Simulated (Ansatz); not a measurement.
Here is the system:

```yaml
crystal:
  lattice:
    - [3.77904, 0.00000, 0.00000]
    - [1.88952, 3.27275, 0.00000]
    - [1.88952, -1.09092, 3.12764]
  atoms:
    - { symbol: Zn, position: [0.99836, 0.00082, 0.00247] }
    - { symbol: S, position: [0.50164, 0.24918, 0.74753] }
```

No spin polarisation.

Computed with r2SCAN (Ansatz, an electronic-structure program; PAW; 500 eV plane waves; no SOC). Γ-centred 11×11×11 mesh, Fermi–Dirac width 0.05 eV.

Problem. Predict the pressure, band gap and space group.

Solution. 
- Pressure (mean of the normal stresses, compression positive) = 0.92 GPa
- Band gap = 2.73 eV
- Space group = R3m (No. 160)

The cells carry an imposed strain or load. Stability against distortions was not tested. The cell was made from ZnS in the zinc blende structure (space group F-43m, No. 216) by this change: biaxial strain −0.83 %, plane normal [111], relaxed out of plane.
